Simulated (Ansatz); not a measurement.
Band structure of BaAlSiH (P3m1, 4 atoms in the cell).

```yaml
crystal:
  lattice:
    - [4.30909, 0.00000, 0.00000]
    - [-2.15455, 3.73178, 0.00000]
    - [0.00000, 0.00000, 5.23203]
  atoms:
    - { symbol: Ba, position: [0.00000, 0.00000, 0.00044] }
    - { symbol: Al, position: [0.66667, 0.33333, 0.46525] }
    - { symbol: Si, position: [0.33333, 0.66667, 0.54231] }
    - { symbol: H, position: [0.66667, 0.33333, 0.13491] }
```

Method of the run: LDA (PW92), PAW files made with PBE (plane waves; Ansatz, a first-principles code).

Settings: basis.ecutwfc = 30.9 Ry; kpoints.mp_grid.grid = 6 6 5; hamiltonian.xc = lda; hamiltonian.pseudopotentials = {kind: paw} (an earlier, softer set of the program's PAW files); scf.occupations.method = fixed; kpoints.band_path.npoints = 8.

The starting cell comes from a database of computed structures (which also holds hypothetical and non-ambient phases and stackings), without a prior relaxation at this level. Its lattice was rescaled by a random factor within 2.5 % of one.

Problem. Predict the gap along the standard path and the places of the band edges.

Solution. The gap along the path is 0.72 eV, from A to M; the smallest direct gap on it is 1.26 eV.

Levels in eV from the top of the valence band on the path, bands 6 to 12:
```json
[
 {"point": "Γ", "6": "-4.01", "7": "-0.76", "8": "-0.44", "9": "-0.44", "10": "1.32", "11": "3.09", "12": "3.09"},
 {"point": "M", "6": "-5.74", "7": "-3.01", "8": "-1.10", "9": "-0.54", "10": "0.72", "11": "2.33", "12": "2.97"},
 {"point": "K", "6": "-5.55", "7": "-3.07", "8": "-2.60", "9": "-0.74", "10": "1.20", "11": "2.77", "12": "3.78"},
 {"point": "A", "6": "-5.09", "7": "-0.12", "8": "-0.12", "9": "0.00", "10": "1.79", "11": "1.85", "12": "1.85"},
 {"point": "L", "6": "-5.15", "7": "-3.16", "8": "-1.57", "9": "-0.74", "10": "1.61", "11": "3.32", "12": "3.94"},
 {"point": "H", "6": "-5.80", "7": "-2.87", "8": "-2.21", "9": "-0.40", "10": "2.93", "11": "3.93", "12": "4.31"}
]
```

Keys are those of Ansatz 0.2.
